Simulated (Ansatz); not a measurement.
Consider TlCl in the rock salt structure (space group Fm-3m, No. 225; a = 6.333 Å; a model cell, its experimental status unchecked). Axes: x, y, z lie along the cube axes.

Computed with PBEsol, PAW, 420 eV (Ansatz, an electronic-structure program; without spin-orbit coupling).

For the base:

| Quantity | Value |
|---|---|
| Volume per atom | 31.75 Å³ |
| Hole mass | 0.37 mₑ along k, 0.43 mₑ across (at L) |
| Valley order | L along ⟨111⟩ 2.09 eV; a point along ⟨110⟩, about 0.7 Å⁻¹ from Γ 2.99 eV |

One thing is altered: biaxial strain −0.52 %, plane normal [111], relaxed out of plane (Cartesian); in-plane vectors clamped, the third vector and the atoms free.

Problem. Estimate the effect on the volume per atom.

Solution. The volume per atom drops by 0.08 Å³ (31.75 Å³ → 31.67 Å³).

Problem. Estimate the effect on the hole mass.

Solution. The hole mass changes from 0.37 mₑ along k, 0.43 mₑ across (at L) to 0.36 mₑ along k, 0.43 mₑ across (at L).

Problem. What does the calculation give for the valley order after the change?

Solution. The valley order (the lowest conduction-band minima on the path, energy above the VBM, named in the base's zone) changes from L along ⟨111⟩ 2.09 eV; a point along ⟨110⟩, about 0.7 Å⁻¹ from Γ 2.99 eV to L along [1-1-1] 2.05 eV; L along [111] 2.10 eV; a point along [1-10], about 0.7 Å⁻¹ from Γ 2.93 eV.

With Tl present, leaving out spin-orbit coupling can change the band edges. The levels and masses belong to the bands next to the band gap. Effective masses come from finite differences of ±0.01 Å⁻¹. Along k means along the line from Γ to the band edge. Whether these cells are dynamically stable was not tested. This is not the structure that TlCl has at room temperature and ambient pressure.
